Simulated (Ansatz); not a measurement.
**TiB2, pressure series**

Start from TiB$_{2}$ (space group P6/mmm, No. 191; a = 3.032 Å, c = 3.224 Å).

Cell and atoms are relaxed at each pressure.

Level of theory: plane-wave PAW DFT at the PBE level (Ansatz, an electronic-structure program, 420 eV), scalar-relativistic without spin-orbit coupling.

```
pressure (GPa)  volume per atom (Å³/atom)
--------------  -------------------------
-2                                  8.626
-1                                  8.591
0                                   8.557
0.9                                     ?
2.1                                 8.487
4.5                                 8.410
9                                   8.274
15                                  8.108
30                                  7.751
```

Task: Fit the third-order Birch–Murnaghan form P(V) = (3B₀/2)[(V₀/V)^(7/3) − (V₀/V)^(5/3)]·[1 + (3/4)(B₀′ − 4)((V₀/V)^(2/3) − 1)] (squares taken in P) to the rows shown and predict the withheld row.

Result: Least squares on the printed values gives V₀ = 8.557 Å³/atom, B₀ = 251 GPa, B₀′ = 3.8; this predicts 8.526 Å³/atom, and the run gives 8.526 Å³/atom, in agreement.

Load acts through the strain it causes; cell and atoms are relaxed under it. Stability against distortions was not tested. Competing high-pressure phases were not computed. The final runs are not spin-polarised.
